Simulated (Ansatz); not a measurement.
Defect: Mo-vacancy pair (Mo on one host Cu site, one Cu site vacant) in fcc Cu, neutral cell. Computed with PBE, PAW (plane waves to 420 eV; Ansatz, a quantum-chemistry and plane-wave program).

32-site cell at the relaxed PBE lattice, a 2×2×2 k-point mesh shifted by half a step, smearing 0.10 eV, spin-restricted, no finite-size correction. Energies are static. Forms of the defect that were not tried may lie lower.

Barriers: single points on a 4×4×4 k-point mesh shifted by half a step at the bands' geometries (they differ from the bands' own by up to 0.12 eV, and are uncertain by about as much).

A. one Cu atom jumps into the vacancy from a nearby Cu site (Mo-vacancy distance between ideal sites 2.57 → 3.63 Å); the atom moves 2.47 Å along (0.00, -0.48, 0.49) of the unit cell; the moving atom starts with neighbours 2 Cu at 2.53, 2 Cu at 2.54, Cu at 2.55, 3 Cu at 2.58, 2 Cu at 2.60, Cu at 2.63 Å and ends with 2 Cu at 2.53, Cu at 2.54, 2 Cu at 2.56, 2 Cu at 2.57, Cu at 2.60, 2 Cu at 2.61; Mo at 2.59 Å; saddle order not checked, on a symmetry element.
B. the Mo atom itself jumps into the vacancy (Mo-vacancy distance between ideal sites 2.57 Å throughout); the atom moves 2.36 Å along (0.00, 0.46, 0.46) of the unit cell; the moving atom starts with neighbours 4 Cu at 2.56, 2 Cu at 2.59, 4 Cu at 2.63, Cu at 2.65 Å and ends with 4 Cu at 2.56, 2 Cu at 2.59, 4 Cu at 2.63, Cu at 2.65 Å; saddle order not checked, on a symmetry element.

A band can be held on a symmetry element, so unchecked saddle points there may be too high.

**Question.** Put the candidates in order of forward barrier, lowest first, for PBE, PAW.

**Answer.** A (0.65 eV), B (0.86 eV)
